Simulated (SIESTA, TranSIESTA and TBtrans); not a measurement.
System: Pt chain with one bond stretched by 0.3 Å. Leads: straight Pt chain, spacing 2.4 Å. Geometry: as built, not relaxed. Transport runs along z; the first 6 and the last 6 of the 20 atoms are the lead cells, repeated to infinity.

```xyz
20
Lattice="9.000 0.000 0.000 0.000 9.000 0.000 0.000 0.000 48.300" Properties=species:S:1:pos:R:3 pbc="F F T"
Pt     4.500     4.500     0.000
Pt     4.500     4.500     2.400
Pt     4.500     4.500     4.800
Pt     4.500     4.500     7.200
Pt     4.500     4.500     9.600
Pt     4.500     4.500    12.000
Pt     4.500     4.500    14.400
Pt     4.500     4.500    16.800
Pt     4.500     4.500    19.200
Pt     4.500     4.500    21.600
Pt     4.500     4.500    24.300
Pt     4.500     4.500    26.700
Pt     4.500     4.500    29.100
Pt     4.500     4.500    31.500
Pt     4.500     4.500    33.900
Pt     4.500     4.500    36.300
Pt     4.500     4.500    38.700
Pt     4.500     4.500    41.100
Pt     4.500     4.500    43.500
Pt     4.500     4.500    45.900
```
Starting moments (μB): atom 7 +0.6, atom 8 +0.6, atom 9 +0.6, atom 10 +0.6, atom 11 +0.6, atom 12 +0.6, atom 13 +0.6, atom 14 +0.6; lead atoms +0.6 (left) and +0.6 (right).

Run with TranSIESTA and TBtrans (open boundaries, self-consistent; PseudoDojo norm-conserving potentials, scalar-relativistic): Spin polarized, PAO.BasisSize DZP, PAO.EnergyShift 0.15 eV, XC.Authors PBE, Mesh.Cutoff 200 Ry, ElectronicTemperature 300 K, TS.Voltage 0.0 eV, TBT.Elecs.Eta 0.001 eV.

Energies count from the leads' Fermi level. Transmissions are for each spin. The energy step is 0.01 eV; narrower resonances are cut or missed.

```
E (eV)  T up  T down
------  ----  ------
-0.20   3.66    3.66
-0.15   3.70    3.70
-0.10   3.71    3.71
-0.05   3.73    3.74
0.00    3.75    3.75
0.05    3.77    3.76
0.10    3.77    3.76
0.15    3.75    3.75
0.20    3.71    3.69
```

Question: Give the zero-bias conductance in μS and the resistance at 300 K.

Answer: At the Fermi level the mean of both spins is (3.75 + 3.75)/2 = 3.75. Averaged with −∂f/∂E over the full grid (kT = 25.9 meV) it is 3.75. With G0 = 2e²/h = 77.48 μS, G = 291 μS and R = 1/G = 3.44 kΩ.

Question: The eigenchannels at the Fermi level (both spins) transmit 0.982, 0.927, 0.927, 0.917, 0.982, 0.927, 0.927, 0.917. What Fano factor of the shot noise follows at low temperature and bias?

Answer: F = Σ τ(1 − τ)/Σ τ = 0.458/7.51 = 0.06.

A magnetic start was tried, and the separate lead runs end without a moment. The straight chain is held at its spacing; free chains may zigzag or dimerise. Spin-orbit coupling, left out here, matters for the heavy atoms.
